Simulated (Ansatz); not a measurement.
System: Mg (model structure, started from the omega type, P6/mmm, No. 191, 3 atoms in the cell). Method: LDA in Ansatz (plane waves, PAW).

Numerical settings: plane-wave cutoff 520 eV, 12×12×18 k mesh (along the axes of the cell as run), Fermi–Dirac smearing 0.05 eV, scalar-relativistic PAW data made under PBE.

Cell (relaxed at this level):

```cif
data_Mg3
_chemical_formula_sum 'Mg3'
_space_group_name_H-M_alt 'P6/mmm'
_space_group_IT_number 191
_space_group_name_Hall '-P 6 2'
_cell_length_a 5.00348
_cell_length_b 5.00348
_cell_length_c 3.03168
_cell_angle_alpha 90.000
_cell_angle_beta 90.000
_cell_angle_gamma 120.000
loop_
_atom_site_label
_atom_site_type_symbol
_atom_site_symmetry_multiplicity
_atom_site_Wyckoff_symbol
_atom_site_fract_x
_atom_site_fract_y
_atom_site_fract_z
_atom_site_occupancy
Mg1 Mg 1 a 0.00000 0.00000 0.00000 1
Mg2 Mg 2 d 0.33333 0.66667 0.50000 1
```

Estimate the bulk modulus B0 that the calculation returns.


- bulk modulus B0: 37.5 GPa

The run finds no gap.

Note: the bulk modulus is −V dP/dV from two relaxed cells at ±2 % in volume; the relaxation could raise the start's symmetry but not lower it, so the cell can be a saddle point.

A model structure was made by putting elements into a prototype or built by hand; it is no filed structure, need not be a known phase, and can be a saddle point held by its symmetry.

Ansatz is an electronic-structure program.
